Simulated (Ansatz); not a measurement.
System: SnSe (model structure, started from the zincblende type, F-43m, No. 216, 2 atoms in the cell). Method: HSE06 (Ansatz, a program for electronic structure, PAW).

Numerical settings: plane-wave cutoff 520 eV, 8×8×8 k mesh, scalar-relativistic PAW data made under PBE.

Computed at the level's own relaxed cell.

Elastic tensor (GPa, Voigt notation, ions relaxed):

```
   34.4    33.4    33.4     0.0     0.0     0.0
   33.4    34.4    33.4     0.0     0.0     0.0
   33.4    33.4    34.4     0.0     0.0     0.0
    0.0     0.0     0.0   -12.9     0.0     0.0
    0.0     0.0     0.0     0.0   -12.9     0.0
    0.0     0.0     0.0     0.0     0.0   -12.9
```

Task: Is the crystal stable against homogeneous strain at this level?

Result: No. For a cubic crystal C11 − C12 = 1.0, C11 + 2C12 = 101.2 and C44 = -12.9 GPa must all be positive. The smallest eigenvalue of the tensor is -12.9 GPa.

Note: the relaxation could raise the start's symmetry but not lower it, so the cell can be a saddle point; the run passed through a metallic state, so it can have ended on another state than the lowest.

Static lattice: no zero-point or thermal effects.

A model structure was made by putting elements into a prototype or built by hand; it is no filed structure, need not be a known phase, and can be a saddle point held by its symmetry.
